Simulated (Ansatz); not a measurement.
Functionals compared on Br on the 1x1 (100) surface of monoclinic HfO2 (cut with top plane 2 O), one in a 1x1 cell, started at the site 'over Hf at depth 1.0 Å', in Ansatz (plane waves, PAW). The structure was relaxed with PBE; the other rows are single points on it, each with its references at the same level. Cutoff 420 eV (500 eV for r2SCAN). The points keep PBE's geometry, so the relaxation of a polaron and the settling of charge on one site are left out.

Host crystal: monoclinic HfO2, with a band gap (PBE, scalar-relativistic without spin-orbit coupling).

Set-up: 25 atoms, 9.3 Å thick at the start under the adsorbate (thin: gaps and levels are the slab's own); mesh 4x4x1; 0.01 eV smearing; dipole correction on; 12 atoms held, the rest relaxed; no symmetry held; spin-polarised, ending with about 1.0 μB a cell; orders that need a larger cell were not tried, no spin-orbit, no U, no dispersion correction. At the end it is bonded to Hf. In PBE it is, or lies within 0.03 eV of, the lowest of the starts that converged. These notes are the PBE run's. RPBE: The program's check for a lower electronic state was not made. r2SCAN: The program's check for a lower electronic state was not made. Adsorption energies are against ½ Br2(g). A negative adsorption energy means that the adsorbate is more stable on the surface than in its reference.

```
functional  adsorption energy (eV)  gap of the slab on its k-mesh (eV)  highest filled level below the top vacuum level (eV)  magnetic moment of the cell (μB)         rough cost of the single point
----------  ----------------------  ----------------------------------  ----------------------------------------------------  --------------------------------  -------------------------------------
PBE                           0.04                                0.81                                                  7.17                              1.00                                      –
RPBE                          0.24                                0.86                                                  7.11                              1.00  about 9 core-minutes (a rough figure)
r2SCAN                       -0.16                                1.28                                                  7.58                              1.00         around 17 core-minutes (rough)
```

Ansatz is an electronic-structure program.
